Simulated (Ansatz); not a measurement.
**Effect of isotropic strain +5.53 % on hypothetical zinc blende KBr**

The reference is KBr in the zinc blende structure (space group F-43m, No. 216; a = 7.311 Å; a hypothetical phase, not in the database extracts checked).

Perturbation: every lattice vector is stretched by 5.53 %, atoms relaxed at fixed cell.

Calculations: PBEsol, PAW, 420 eV (Ansatz, a first-principles code; no SOC). k-mesh 8×8×8 (Γ-centred); smearing 0.05 eV (Fermi–Dirac).

The volume per atom goes up by 8.56 Å³, from 48.85 Å³ to 57.41 Å³ and the space group is still F-43m (No. 216). The shortest interatomic distance goes up by 0.175 Å (3.166 Å → 3.341 Å) and the energy grows by 34 meV/atom. The pressure goes from zero to -1.10 GPa and the band gap shrinks by 0.24 eV to 4.09 eV. The gap character stays indirect, L → Γ and the smallest direct gap shrinks by 0.26 eV to 4.10 eV. The width of the top valence band is nearly the same (0.02 eV against 0.03 eV) and the electron mass goes from 0.49 mₑ (at Γ) to 0.52 mₑ (at Γ).

Final structure:

```
KBr
1.0
    0.00000     3.85775     3.85775
    3.85775     0.00000     3.85775
    3.85775     3.85775     0.00000
Br K
1 1
Direct
  0.75000   0.75000   0.75000
  0.00000   0.00000   0.00000
```

Cost of the whole job for the changed cell (relaxation, final SCF and bands): very roughly 11 core-seconds.

Effective masses come from finite differences of ±0.01 Å⁻¹. Whether these cells are dynamically stable was not tested.
